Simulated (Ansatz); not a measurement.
# CaZrN₂ (model structure, started from the beta NaFeO2 type, Pna2₁, No. 33, 16 atoms in the cell)

Level of theory: r²SCAN+rVV10 in Ansatz (plane waves, PAW).

Numerical settings: plane-wave cutoff 560 eV, 6×6×6 k mesh, Fermi–Dirac smearing 0.01 eV, scalar-relativistic PAW data made under PBE.

Cell (relaxed at this level):

CaZrN2 has the orthorhombic space group Pna2₁ (No. 33), Pearson symbol oP16. Lattice parameters: a = 6.5056 Å, b = 8.0637 Å, c = 4.7297 Å, α = 90.00°, β = 90.00°, γ = 90.00°. Ca on 4a is coordinated by 5 N at 2.356–2.486 Å. Zr on 4a is surrounded by 4 N at 2.088–2.202 Å and 1 N at 2.540 Å (trigonal bipyramidal). N1 on 4a is coordinated by 1 Zr at 2.088 Å and 1 Zr at 2.202 Å and 1 Zr at 2.540 Å and 2 Ca at 2.356–2.387 Å. N2 on 4a sees 2 Zr at 2.113–2.121 Å and 3 Ca at 2.359–2.486 Å. (Neighbours: up to the widest gap in distance over summed covalent radii, below 1.35, at either atom; cation-cation and far metal-metal contacts left out.)

- band gap: 1.77 eV (on the SCF k mesh)

Note: the relaxation could raise the start's symmetry but not lower it, so the cell can be a saddle point.

Spin–orbit coupling is not included.

The computed numbers hold no vibrational or temperature effects.

Cost on a shared machine: around 60 core-minutes (rough).

A model structure was made by putting elements into a prototype or built by hand; it is no filed structure, need not be a known phase, and can be a saddle point held by its symmetry.

Ansatz is an electronic-structure program.
